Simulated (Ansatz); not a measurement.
Substrate model: Si(111) 1x1 surface, 6 top atoms, 3 bilayers, bottom bilayer H-capped and fixed, every top atom capped by H; cell 11.5 x 6.6 Å; one H replaced by OH; about 7 Å thick over the host's atoms, 18 atoms held. Computed with PBE-D3(BJ) (plane waves to 420 eV, PAW; Ansatz, a program for electronic structure). Sampling: 1x2x1 k points. The slab states were run without spin polarisation. A thicker slab, a larger cell or a denser mesh can move such energies by a tenth of an eV or more. Energies are static: no zero-point or thermal part. Each state was relaxed from one prepared geometry.

One SiH2Cl2 a cell is brought to Si(111):H with one OH. Relaxed result near the molecule:

| atom | x (Å) | y (Å) | z (Å) |
|---|---|---|---|
| H(15) | 1.891 | 3.386 | 11.004 |
| H(30) | 3.850 | -0.024 | 10.998 |
| O(47) | 5.775 | 3.260 | 11.194 |
| H(48) | 5.615 | 4.102 | 11.653 |
| Si(a0) | 3.922 | 2.410 | 13.472 |
| Cl(a1) | 3.859 | 4.485 | 13.483 |
| Cl(a2) | 2.705 | 1.713 | 14.978 |
| H(a3) | 5.309 | 1.980 | 13.758 |
| H(a4) | 3.368 | 1.930 | 12.190 |

What is the adsorption energy against the free SiH2Cl2 and the slab before, and how much of it is dispersion?

-0.37 eV (negative: bound); the D3 term gives -0.33 eV of it. Its closest contacts to the rest of the cell: H(a4)...H(30) 2.34 Å, H(a4)...H(15) 2.39 Å, Cl(a1)...H(48) 2.57 Å.
